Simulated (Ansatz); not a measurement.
Terminations of the (100) surface of germanium (Ge plane on top), measured from the surface '2x1 monohydride'. Atoms come from or go to: Br: ½ Br2(g), Ga: alpha gallium, Ge: germanium, H: ½ H2(g), I: ½ I2(g), In: tetragonal indium, N: ½ N2(g), S: ⅛ S8(g), Sb: rhombohedral Sb, Se: trigonal Se. ΔE is the energy of forming the row's surface from that one (negative: more stable at these reservoirs); the vacuum level's shift is aligned on the shared bottom. No zero-point or thermal terms. These are constructed structures in small cells; real faces may alloy, dewet or reconstruct in larger ones, and not all known structures of the face are among them. Slabs of about 11 Å, Fermi-Dirac smearing of 0.025 eV. Bottom of the slabs: dihydride, held. Relaxed from the named starts with such symmetry as they have, on meshes of like density; energies extrapolated to zero smearing; spin only where a row says so; no spin-orbit coupling, no U. Brackets mark spin-polarised runs, whose order is one that fits the cell. Where a second, spin-polarised start was run, the lower counts. A dash marks a value that is undefined for that row (no clear gap, or no work function of a gapped slab) or was not read reliably on its mesh.

Level of theory: PBE (plane waves to 420 eV, PAW; Ansatz, an electronic-structure program).

| surface | atoms added per 1x1 | ΔE per 1x1 (eV) | shift of the vacuum level (eV) | work function (eV) |
|---|---|---|---|---|
| 2x1 dimers with I on every atom | -1 H, +1 I | … | 0.74 | – |
| top plane replaced by In dimers, 2x1 | -1 Ge, -1 H, +1 In | 0.67 | -0.75 | 3.70 |
| 2x1 dimers with one H each [spin, 0.2 μB a cell] | -0.5 H | 0.34 | 0.10 | 4.60 |
| top plane replaced by Ga dimers, 2x1 | +1 Ga, -1 Ge, -1 H | … | -0.68 | – |
| 2x1 monohydride | none | 0.00 | 0.00 | – |
| top plane replaced by Sb dimers, 2x1 | -1 Ge, -1 H, +1 Sb | -0.17 | 0.19 | – |
| top plane replaced by N dimers, 2x1 | -1 Ge, -1 H, +1 N | 1.36 | -0.09 | – |
| 2x1 dimers with Br on every atom | +1 Br, -1 H | -1.14 | 1.18 | – |
| p(2x1) buckled dimers | -1 H | 0.50 | 0.06 | – |
| top plane replaced by bridging S, 1x1 [spin start, no net moment] | -1 Ge, -1 H, +1 S | -0.40 | 1.46 | – |
| top plane replaced by bridging Se, 1x1 | -1 Ge, -1 H, +1 Se | -0.53 | 0.94 | 5.18 |
| 1x1 canted dihydride | +1 H | … | -0.03 | – |

### Question
Some entries are withheld; supply them.

### Answer

- 2x1 dimers with I on every atom, ΔE per 1x1 (eV): -0.74
- top plane replaced by Ga dimers, 2x1, ΔE per 1x1 (eV): 0.38
- 1x1 canted dihydride, ΔE per 1x1 (eV): 0.17
